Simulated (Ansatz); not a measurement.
The parent structure is MoSi$_{2}$ (space group Fddd, No. 70; a = 4.607 Å, b = 8.057 Å, c = 8.762 Å; a hypothetical phase, not in the database extracts checked). Axes: x, y, z lie along a, b, c of the conventional cell.

(Cell as relaxed with PBE.)

Levels (all Ansatz, a quantum-chemistry and plane-wave program, PAW): PBE (420 eV, no SOC); PBEsol (420 eV, no spin-orbit coupling).

Each level relaxes its own structure.

```csv
base,PBE,PBEsol
volume per atom,13.55 Å³,13.23 Å³
band gap,zero,zero
```

Now apply this change: tensor shear ε_xz = −0.45 % (engineering shear γ = -0.0090); the atoms relax in the strained cell.

| quantity | PBE | PBEsol |
|---|---|---|
| energy relative to the base (free energy F) | +0.5 meV/atom | (withheld) |
| shortest interatomic distance | 254.5 pm | (withheld) |
| pressure (mean of the normal stresses, compression positive) | 0.0 GPa | (withheld) |
| band gap | zero | (withheld) |

Problem. Predict the PBEsol column.

Solution. 
- energy relative to the base (free energy F), PBEsol: +0.5 meV/atom
- shortest interatomic distance, PBEsol: 253.4 pm
- pressure (mean of the normal stresses, compression positive), PBEsol: 0.0 GPa
- band gap, PBEsol: zero

PBE's shortest interatomic distance lies 1.1 pm above PBEsol's (0.4 %); the two agree on the energy relative to the base, pressure and band gap. Neither level is exact; PBEsol is the comparison here, not a measurement.

Without a gap, meshes like the base's 13×13×13 leave anisotropic stresses uncertain by several tenths of a GPa, and small strain energies with them. No phonon test of stability was made. The final runs are not spin-polarised.
